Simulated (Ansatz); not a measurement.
The parent structure is HfS$_{2}$ in the CdI2 type structure (space group P-3m1, No. 164; layered, stacked along the Cartesian z axis).

```
CELL_PARAMETERS angstrom
      3.54747     0.00000     0.00000
     -1.77374     3.07220     0.00000
      0.00000     0.00000     5.57681
ATOMIC_POSITIONS crystal
  Hf 0.00000 0.00000 0.00000
  S  0.33333 0.66667 0.26190
  S  0.66667 0.33333 0.73810
```

All numbers come from PBEsol-D3(BJ), PAW, 420 eV (Ansatz, a first-principles code; without spin-orbit coupling).

Base values:

| Item | Value |
|---|---|
| Lattice parameter a | 3.547 Å |

Now apply this change: a hydrostatic pressure of 60 GPa.

What does the calculation give for the lattice parameter a after the change?

The lattice parameter a shrinks by 0.5568 Å to 2.991 Å.

A case with no gap was solved on a k-mesh chosen for an insulator, which is coarse for it. Load acts through the strain it causes; cell and atoms are relaxed under it. Whether these cells are dynamically stable was not tested. Competing high-pressure phases were not computed. All final runs are without spin polarisation.
